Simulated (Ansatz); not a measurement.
The starting structures come from a database of crystals and need not be the phases stable at ambient conditions.

 Where the default PAW files enter, the runs use the earlier of Ansatz's two default sets.

# Evanescent states of CsCaF₃ (Pm-3m, cubic perovskite, not sure to be the ambient phase, 5 atoms a cell, 18.5 Å³ an atom) along the normal of (110)

Level of theory: r2SCAN (plane waves, PAW; Ansatz, a first-principles code).

No gap correction and no spin-orbit coupling; mid-gap values are interpolated between computed energies.

Energies count from the valence-band top; κ is the least over a 8×6 mesh across the current.

| E (eV) | κ (1/Å) | where |
|---|---|---|
| 0.18 | 0.205 | Γ |
| 0.54 | 0.316 | Γ |
| 0.90 | 0.377 | Γ |
| 1.26 | 0.417 | Γ |
| 1.62 | 0.445 | Γ |
| 1.98 | 0.464 | Γ |
| 2.34 | 0.478 | Γ |
| 2.70 | 0.486 | Γ |
| 3.06 | 0.491 | Γ |
| 3.42 | 0.493 | Γ |
| 3.78 | 0.491 | Γ |
| 4.14 | 0.487 | Γ |
| 4.50 | 0.479 | Γ |
| 4.86 | 0.468 | Γ |
| 5.22 | 0.455 | Γ |
| 5.58 | 0.437 | Γ |
| 5.94 | 0.416 | Γ |
| 6.30 | 0.389 | Γ |
| 6.66 | 0.357 | Γ |
| 7.02 | 0.315 | Γ |
| 7.38 | 0.261 | Γ |
| 7.74 | 0.180 | Γ |

**Question.** How thick must the barrier be to attenuate the transmission by 10^8 when the electrodes' Fermi level lies at 1.26 eV, and what attenuation does that film give at 3.42 eV?

**Answer.** d = 8 ln 10 / (2 × 0.417) = 22.1 Å. At 3.42 eV it gives 8 × 0.493/0.417 = 9.5 decades.
